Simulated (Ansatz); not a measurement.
Take TiSi2 (space group Fddd, No. 70) as the base.

```
CELL_PARAMETERS angstrom
      0.00000     4.11477     4.26030
      2.38957     0.00000     4.26030
      2.38957     4.11477     0.00000
ATOMIC_POSITIONS crystal
  Si 0.66253 0.33747 0.66253
  Si 0.33747 0.66253 0.33747
  Si 0.58747 0.91253 0.58747
  Si 0.91253 0.58747 0.91253
  Ti 0.00000 0.00000 0.00000
  Ti 0.25000 0.25000 0.25000
```

Calculations: DFT with r2SCAN, PAW potentials and a 500 eV plane-wave cutoff in Ansatz (an electronic-structure program), scalar-relativistic without spin-orbit coupling.

Base values:

The volume per atom comes out as 13.96 Å³ and the band gap is zero.

One thing is altered: a hydrostatic pressure of 2.1 GPa.

Estimate the effect on the volume per atom and band gap.

The volume per atom drops by 0.19 Å³ to 13.77 Å³; the band gap remains zero.

Load acts through the strain it causes; cell and atoms are relaxed under it. Stability against distortions was not tested. All final runs are without spin polarisation.
